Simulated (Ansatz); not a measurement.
Worked example: self-consistent single point of SnO (Pm, 4 atoms in the cell) in Ansatz (an electronic-structure program).

Method of the run: PBEsol, default PAW files made with PBE (plane waves; Ansatz).

The change in words: lattice scaled by 0.98; kpoints.mp_grid.grid: 7 5 6 → 10 6 8. Reference geometry:
```
SnO
1.0
    3.37177     0.00000     0.00000
    0.00000     5.70247     0.00000
    0.00000     0.00000     4.24308
Sn O
2 2
Cartesian
  0.00000   1.32246   2.22729
  1.68589   4.38001   0.05575
  0.00000   5.08233   3.12656
  1.68589   0.62014   1.00502
```

Reference input (self-consistent single point, DFT, PBEsol, plane waves, default PAW files made with PBE): basis.ecutwfc = 420 eV; kpoints.mp_grid.grid = 7 5 6; hamiltonian.xc = pbesol; hamiltonian.pseudopotentials = {kind: paw} (the program's default PAW files); scf.occupations.method = fixed. This run's input differs from it in these lines:

Ansatz 0.2 input:
```diff
@@ -2,5 +2,5 @@
   lattice:
-    - [3.371775, 0.000000, 0.000000]
-    - [0.000000, 5.702470, 0.000000]
-    - [0.000000, 0.000000, 4.243080]
+    - [3.304339, 0.000000, 0.000000]
+    - [0.000000, 5.588421, 0.000000]
+    - [0.000000, 0.000000, 4.158218]
   atoms:
@@ -14,3 +14,3 @@
   mp_grid:
-    grid: [7, 5, 6]
+    grid: [10, 6, 8]
 hamiltonian:
```

Output, abridged:

```
SCF iter   1: F=—  HF=-13021.057094 eV  |F-HF|=—  |Δ(HF+E_count)|=         —  Δρ=1.40e-2  dr2=1.41e-1  ethr=1.77e-3  ⟨swp⟩=5.0  Hψ=14487  notcnv=0  defer=308
all-band conjugate gradients solve this SCF's bands
preconditioner: auto → Resta (q_TF=auto, 2.447 Å⁻¹)
SCF iter   2: F=—  HF=-13021.031354 eV  |F-HF|=—  |Δ(HF+E_count)|=   2.57e-2  Δρ=5.87e-3  dr2=2.04e-2  ethr=3.53e-4  ⟨swp⟩=2.0  Hψ=6555  notcnv=0  defer=312
   [... lines left out ...]
SCF iter   5: F=—  HF=-13021.026858 eV  |F-HF|=—  |Δ(HF+E_count)|=   7.00e-6  Δρ=2.12e-4  dr2=3.19e-5  ethr=1.79e-7  ⟨swp⟩=2.0  Hψ=5304  notcnv=0  defer=53
SCF iter   6: F=—  HF=-13021.026854 eV  |F-HF|=—  |Δ(HF+E_count)|=   3.92e-6  Δρ=4.62e-5  dr2=1.41e-6  ethr=7.97e-8  ⟨swp⟩=2.0  Hψ=4832  notcnv=0  defer=28
SCF iter   7: F=—  HF=-13021.026854 eV  |F-HF|=—  |Δ(HF+E_count)|=   1.11e-7  Δρ=1.53e-5  dr2=1.70e-7  ethr=3.53e-9  ⟨swp⟩=2.6  Hψ=6092  notcnv=0  defer=31
SCF iter   8: F=-13021.026854 eV  HF=-13021.026854 eV  |F-HF|=2.47e-9  |Δ(HF+E_count)|=   3.88e-8  Δρ=2.28e-6  dr2=4.44e-9  ethr=2.50e-10  ⟨swp⟩=7.8  Hψ=17961  notcnv=0
SCF 1 converged in 8 iterations: F = -13021.026854 eV  dr2 = 4.44e-9
Free energy (F): -13021.026854 eV
Internal energy: -13021.026854 eV  (E = F + TS)
E sigma→0 (E₀):  -13021.026854 eV
Fermi energy:    7.771305 eV
--- Forces (eV/Å), atoms counted from 1 ---
  atom   1  Sn    -0.00000000     0.15286584    -0.31647223
  atom   2  Sn     0.00000000    -0.17780224     0.17580855
  atom   3  O     -0.00000000    -0.04353851    -0.01674118
  atom   4  O      0.00000000     0.06847106     0.15739768
--- Stress (GPa, compression-positive) ---
       -0.438512      -0.000000      -0.000000
       -0.000000       0.974615      -0.995025
       -0.000000      -0.995025      -0.442679
  P = ⅓ Tr σ = 0.0311 GPa (0.311 kbar)
  The stress holds the Pulay correction. Without it, at fixed plane waves, as pw.x and ABINIT print it: P = -0.3966 GPa
```

The run converged in 8 iterations. Against the reference run the free energy drops by 17.4 meV/atom, the pressure goes from -4.43 to 0.03 GPa, the largest force goes from 0.839 to 0.351 eV/Å and the gap on the mesh goes from 1.433 to 1.225 eV.

The starting cell comes from a database of computed structures (which also holds hypothetical and non-ambient phases and stackings), without a prior relaxation at this level. Its lattice was rescaled by up to half a per cent. One atom was moved a little off its site on purpose. For this run, on top of that: lattice scaled by 0.98. Ansatz's pressure includes its estimate of the finite-basis (Pulay) stress.
